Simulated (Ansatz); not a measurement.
A self-consistent single point of SrAl2 (Imm2, 6 atoms in the cell) with Ansatz (a quantum-chemistry and plane-wave program).

Level of theory: PBEsol, default PAW files made with PBE (plane waves; Ansatz).

```
SrAl2
1.0
   -2.39199     3.94112     3.93289
    2.39199    -3.94112     3.93289
    2.39199     3.94112    -3.93289
Sr Al
2 4
Direct
  0.30669   0.55669   0.75000
  0.69967   0.44967   0.25000
  0.27083   0.83937   0.43146
  0.72917   0.16063   0.56854
  0.90791   0.83937   0.06854
  0.09209   0.16063   0.93146
```

Reference input (self-consistent single point, DFT, PBEsol, plane waves, default PAW files made with PBE): basis.ecutwfc = 420 eV; kpoints.mp_grid.grid = 8 8 8; hamiltonian.xc = pbesol; hamiltonian.pseudopotentials = {kind: paw} (the program's default PAW files); scf.occupations.method = gaussian; scf.occupations.width = 0.1 eV. This run's input differs from it in these lines:

Ansatz 0.2 input:
```diff
@@ -16,3 +16,3 @@
   mp_grid:
-    grid: [8, 8, 8]
+    grid: [13, 13, 13]
 hamiltonian:
@@ -23,3 +23,3 @@
   occupations:
-    method: gaussian
+    method: fermi_dirac
     width: 0.1
```

Log, with long lists cut:

```
SCF iter   1: F=—  HF=-9084.236460 eV  |F-HF|=—  |Δ(HF+E_count)|=         —  Δρ=2.05e-3  dr2=1.24e-2  ethr=1.77e-3  ⟨swp⟩=10.3  Hψ=54925  notcnv=0
all-band conjugate gradients solve this SCF's bands
preconditioner: auto → Kerker (q_TF=auto, 2.113 Å⁻¹)
SCF iter   2: F=—  HF=-9084.232939 eV  |F-HF|=—  |Δ(HF+E_count)|=   3.52e-3  Δρ=1.17e-3  dr2=5.34e-3  ethr=3.88e-5  ⟨swp⟩=2.0  Hψ=13287  notcnv=0
SCF iter   3: F=—  HF=-9084.231641 eV  |F-HF|=—  |Δ(HF+E_count)|=   1.30e-3  Δρ=2.20e-4  dr2=6.91e-5  ethr=1.67e-5  ⟨swp⟩=2.0  Hψ=9847  notcnv=0
SCF iter   4: F=—  HF=-9084.231564 eV  |F-HF|=—  |Δ(HF+E_count)|=   7.73e-5  Δρ=9.18e-5  dr2=1.42e-5  ethr=2.16e-7  ⟨swp⟩=2.4  Hψ=12760  notcnv=0
SCF iter   5: F=—  HF=-9084.231561 eV  |F-HF|=—  |Δ(HF+E_count)|=   2.40e-6  Δρ=1.57e-5  dr2=4.15e-7  ethr=4.44e-8  ⟨swp⟩=2.1  Hψ=12264  notcnv=0
SCF iter   6: F=-9084.231561 eV  HF=-9084.231561 eV  |F-HF|=3.79e-9  |Δ(HF+E_count)|=   5.45e-9  Δρ=4.71e-6  dr2=2.45e-8  ethr=3.13e-10  ⟨swp⟩=7.2  Hψ=40281  notcnv=0
SCF 1 converged in 6 iterations: F = -9084.231561 eV  dr2 = 2.45e-8
Free energy (F): -9084.231561 eV
Internal energy: -9084.170746 eV  (E = F + TS)
E sigma→0 (E₀):  -9084.201154 eV
Entropy (-TS):   -0.060816 eV (-10.136 meV/atom)
Fermi energy:    7.152383 eV
--- Forces (eV/Å), atoms counted from 1 ---
  atom   1  Sr    -0.00000000     0.00000000    -0.15875148
  atom   2  Sr     0.00000000     0.00000000     0.00462400
  atom   3  Al     0.00000000    -0.02850579     0.01597146
  atom   4  Al    -0.00000000    -0.00589848     0.06109368
  atom   5  Al     0.00000000     0.02850579     0.01597146
  atom   6  Al     0.00000000     0.00589848     0.06109368
--- Stress (GPa, compression-positive) ---
       -0.832903       0.000000      -0.000000
        0.000000      -0.732046       0.000000
       -0.000000       0.000000      -0.492892
  P = ⅓ Tr σ = -0.6859 GPa (-6.859 kbar)
  The stress holds the Pulay correction. Without it, at fixed plane waves, as pw.x and ABINIT print it: P = -0.7132 GPa
```

The run converged in 6 iterations. Against the reference run the free energy falls by 4.8 meV/atom, the pressure hardly changes (-0.74 to -0.69 GPa) and the largest force goes from 0.173 to 0.159 eV/Å.

The starting cell comes from a database of computed structures (which also holds hypothetical and non-ambient phases and stackings), without a prior relaxation at this level. Its lattice was rescaled by up to half a per cent. One atom was moved a little off its site on purpose. Ansatz's pressure includes its estimate of the finite-basis (Pulay) stress.

Cost on one core of a shared machine: roughly 90 s.
